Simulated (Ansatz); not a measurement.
The reference is Zr (space group P6/mmm, No. 191; a = 4.973 Å, c = 3.111 Å; a cell from a computed database, its experimental status unchecked).

All numbers come from PBEsol (Ansatz, an electronic-structure program, PAW, scalar-relativistic without spin-orbit coupling).

One change was made to it. Results:

```
quantity                base    after
-------------------  -------  -------
lattice parameter a  4.973 Å  4.919 Å
c/a ratio              0.626    0.622
```

What was done to the base?
(A) Zr → Mo
(B) Zr → Hf
(C) Zr → Nb

B, Zr → Hf. For comparison, the lattice parameter a in the other runs: Zr → Nb gives 4.829 Å; Zr → Mo gives 4.621 Å.

No phonon test of stability was made. As relaxed here, Nb and Mo are hypothetical phases, not in the database extracts checked. For Hf in this form, whether it has been made was not checked. The base started in Ibam and relaxed to P6/mmm at this level. All final runs are without spin polarisation. This is not the structure that Hf has at room temperature and ambient pressure. This is not the structure that Zr has at room temperature and ambient pressure.
